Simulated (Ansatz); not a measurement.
Consider a (5,5) arsenic nanotube.

Levels: PBE (plane waves to 420 eV, PAW; Ansatz, an electronic-structure program); PBE with spin-orbit coupling run with Ansatz; r2SCAN (plane waves to 500 eV, PAW; Ansatz); HSE06 (Ansatz). Unmarked values and the geometry are of the first. Mesh 1×1×10. No spin polarisation. It repeats along c; a and b span vacuum. A hypothetical model, rolled from the flat sheet. It keeps the symmetry and period of its start, so it need not be a minimum against all distortions. Values not marked SOC lack spin–orbit coupling. HSE06 ran on a 1×1×5 mesh and at PBE's edge points. Buckling under compression is shut out by symmetry and the short period.

Q: What do the calculations give?

A: 
- period along the axis (20 atoms) = 3.633 Å
- mean diameter = 10.12 Å
- radii of the innermost and outermost atoms = 4.36 and 5.76 Å
- energy over the flat sheet = +64 meV/atom
- PBE gap = 1.70 eV, direct at Γ
- electron mass along the axis (PBE) = 0.16 mₑ
- hole mass along the axis (PBE) = 0.12 mₑ
- valence and conduction edges under the vacuum level (PBE) = 5.22 and 3.52 eV
- PBE+SOC gap at this geometry = 1.66 eV
- r2SCAN gap at this geometry = 2.00 eV
- HSE06 gap at this geometry = 2.31 eV
- axial stiffness dF/dε = 134 nN
